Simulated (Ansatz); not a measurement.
The parent structure is CdS in the zinc blende structure (space group F-43m, No. 216; a = 5.824 Å). Axes: x, y, z lie along the cube axes.

Method: PBEsol in Ansatz (plane waves to 420 eV, PAW, no SOC).

For the base:

The band gap comes out as 1.01 eV and the valence-band top at Γ comes out as 0.00, 0.00, 0.00 eV.

One thing is altered: tensor shear ε_yz = +0.79 % (engineering shear γ = 0.0158); the atoms relax in the strained cell.

Task: What happens to the stress, band gap, valence-band top at Γ and energy relative to the base?

Result: The stress (xx, yy, zz, yz, xz, xy; compression positive) amounts to (-0.01, 0.00, 0.00, -0.42, 0.00, 0.00) GPa; the band gap decreases by 0.03 eV (1.01 eV → 0.98 eV); the valence-band top at Γ (three highest levels, from the VBM) changes from 0.00, 0.00, 0.00 eV to 0.00, -0.03, -0.06 eV; the energy goes up by 0.5 meV/atom.

Stability against distortions was not tested.

Ansatz is a program for electronic structure.
